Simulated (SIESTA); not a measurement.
Band structure of MgH2 (Pnma, 12 atoms in the cell).

```
MgH2
1.0
    5.32038     0.00000     0.00000
    0.00000     3.12485     0.00000
    0.00000     0.00000     6.01898
Mg H
4 8
Direct
  0.74848   0.25000   0.39674
  0.25152   0.75000   0.60326
  0.75152   0.75000   0.89674
  0.24848   0.25000   0.10326
  0.47739   0.25000   0.83309
  0.52261   0.75000   0.16691
  0.02261   0.75000   0.33309
  0.97739   0.25000   0.66691
  0.63910   0.75000   0.57466
  0.36090   0.25000   0.42534
  0.86090   0.25000   0.07466
  0.13910   0.75000   0.92534
```

Level of theory: LDA PW92, numerical atomic orbitals DZP, PseudoDojo LDA standard norm-conserving potentials (rewritten from UPF to PSML) (SIESTA).

Settings: XC.functional = LDA; XC.authors = PW92; potentials = PseudoDojo LDA standard; PAO.BasisSize = DZP; PAO.EnergyShift = 0.005 Ry; MeshCutoff = 400 Ry; kgrid.MonkhorstPack = 3 6 3; OccupationFunction = FD; ElectronicTemperature = 10 K; MaxSCFIterations = 150; SCF.Mixer.Method = Broyden; SCF.Mixer.Weight = 0.1; SCF.Mixer.History = 6; SCF.DM.Tolerance = 1.0E-05.

The starting cell comes from a database of computed structures (which also holds hypothetical and non-ambient phases and stackings), without a prior relaxation at this level. Its lattice was rescaled by a random factor within 2.5 % of one. Values carry the incompleteness of an atom-centred basis.

### Question
Predict the gap along the standard path and the places of the band edges.

### Answer
The gap along the path is 1.50 eV, from a point between Y and Γ to a point between S and Y; the smallest direct gap on it is 3.20 eV.

Levels in eV from the top of the valence band on the path, bands 21 to 25:
```csv
point,21,22,23,24,25
Γ,-4.38,-2.29,-2.07,-1.51,1.88
X,-2.91,-2.91,-2.63,-2.63,2.02
S,-2.79,-2.79,-2.79,-2.79,1.80
Y,-4.07,-4.07,-0.33,-0.33,5.19
Z,-3.72,-3.72,-1.22,-1.22,2.91
U,-2.47,-2.47,-2.41,-2.41,2.33
R,-3.63,-3.63,-3.63,-3.63,3.92
T,-1.44,-1.44,-0.90,-0.90,3.63
```

Higher empty bands are left out: an atom-centred basis made for the valence describes them poorly.
